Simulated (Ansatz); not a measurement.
Consider HfC in the rock salt structure (space group Fm-3m, No. 225; a = 4.6513 Å; relaxed with 0.1 eV smearing).

Computed with plane-wave PAW DFT at the PBE level (Ansatz, an electronic-structure program, 420 eV), no spin-orbit coupling.

For the base:

| Item | Value |
|---|---|
| Pressure | 0.0 GPa |
| Band gap | zero |

Now apply this change: every lattice vector is shortened by 2.00 %; the atoms relax in the strained cell.

### Question
Estimate the effect on the pressure, energy relative to the base and band gap.

### Answer
The pressure goes from zero to 16.0 GPa; the energy goes up by 35 meV/atom; the band gap is still zero.

Stability against distortions was not tested. All final runs are without spin polarisation.
